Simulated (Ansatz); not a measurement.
**Effect of pressure 3 GPa on CdTe**

The parent structure is CdTe in the zinc blende structure (space group F-43m, No. 216; a = 6.489 Å).

Modification: cell and atoms relaxed at a pressure of 3 GPa.

All numbers come from PBEsol/PAW in Ansatz (a quantum-chemistry and plane-wave program), scalar-relativistic without spin-orbit coupling. k-mesh 9×9×9 (Γ-centred); smearing 0.05 eV (Fermi–Dirac).

- Density: 6.21 g/cm³ (base 5.83 g/cm³)
- Lattice parameter a: 6.356 Å (base 6.489 Å)
- Shortest interatomic distance: 2.752 Å (base 2.810 Å)
- Enthalpy H = E + PV relative to the base's energy: +0.62 eV/atom
- Band gap: 0.83 eV (base 0.65 eV)
- Gap character: direct at Γ (base direct at Γ)
- Mean gap deformation potential ΔEg/Δln V: -3.0 eV
- Width of the top valence band: 2.49 eV (base 2.21 eV)
- Electron mass: 0.066 mₑ (at Γ) (base 0.055 mₑ (at Γ))
- Hole mass (degenerate bands, along [100]): 0.067, 0.46, 0.46 mₑ (at Γ) (base 0.056, 0.51, 0.51 mₑ (at Γ))
- Valley order (the lowest conduction-band minima on the path, energy above the VBM, named in the base's zone): Γ 0.83 eV; L along ⟨111⟩ 1.79 eV (base Γ 0.65 eV; L along ⟨111⟩ 1.73 eV)

Final structure:

```xyz
2
Lattice="0.0000 3.1778 3.1778 3.1778 0.0000 3.1778 3.1778 3.1778 0.0000" Properties=species:S:1:pos:R:3 pbc="T T T"
Te     4.7667     4.7667     4.7667
Cd     0.0000     0.0000     0.0000
```

With Te present, leaving out spin-orbit coupling can change the band edges. Load acts through the strain it causes; cell and atoms are relaxed under it. Masses are band curvatures over ±0.01 Å⁻¹ around the edge. Whether these cells are dynamically stable was not tested. Tetrahedral semiconductors of this kind turn to denser phases somewhere between about 1 and 50 GPa; those were not computed, so compressed cells here can lie past the real transition.
